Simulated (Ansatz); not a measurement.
**Effort and miss along a sweep of kpoints.mp_grid.grid: B (Pm-3n, 8 atoms in the cell)**

Cell: a = 3.6379 Å, b = 3.6379 Å, c = 3.6379 Å, α = 90.00°, β = 90.00°, γ = 90.00°.

Computed with PBE (plane waves, PAW; Ansatz, a quantum-chemistry and plane-wave program).

Base settings: kpoints.mp_grid.grid = 7 7 7; hamiltonian.xc = pbe; hamiltonian.pseudopotentials = {kind: paw} (the program's default PAW files); scf.occupations.method = cold; scf.occupations.width = 0.1 eV.

Misses are taken against the tightest run, 22 22 22, which need not be fully converged itself. The energy is the free energy per atom.

The count of work is k-points × plane waves × bands × iterations; it is no time, and leaves out set-up, grids and terms that scale otherwise. 

The starting cell was generated: these elements placed on a structure prototype, without a prior relaxation; it need not be a known phase or ordering of this composition. In the base run, with a pressure of about 5 GPa the cell is away from its equilibrium volume at this level. Ansatz's pressure includes its estimate of the finite-basis (Pulay) stress.

```tsv
kpoints.mp_grid.grid	energy less reference (meV/atom)	pressure less reference (GPa)	count of work / reference
1 1 1	1256.74	29.91	0.0038
2 2 2	-140.08	0.86	0.013
3 3 3	153.58	4.46	0.013
4 4 4	23.81	1.50	0.027
5 5 5	-13.50	-1.31	0.033
6 6 6	10.36	1.55	0.055
7 7 7	-1.91	0.36	0.055
9 9 9	-0.33	0.17	0.096
10 10 10	-3.03	-0.04	0.18
12 12 12	1.81	-0.17	0.23
14 14 14	-0.11	0.04	0.33
18 18 18	0.26	0.03	0.60
22 22 22	0.00	0.00	1.0
```

Coarsest setting among those run that, with all tighter ones, holds the energy within 20 meV/atom of the reference: 5 5 5, off by 14 meV/atom; it needs 0.033 of the reference's count of work.

Coarsest setting among those run that, with all tighter ones, holds the energy within 1 meV/atom of the reference: 14 14 14, off by 0.11 meV/atom; it needs 0.33 of the reference's count of work. The coarser 9 9 9 also lies inside, but a setting between leaves the range again, so that is luck.

The step from 2 2 2 to 5 5 5: it takes the miss in the energy from 140 to 14 meV/atom, for 2.5 times the count of work.

Keys are those of Ansatz 0.2.
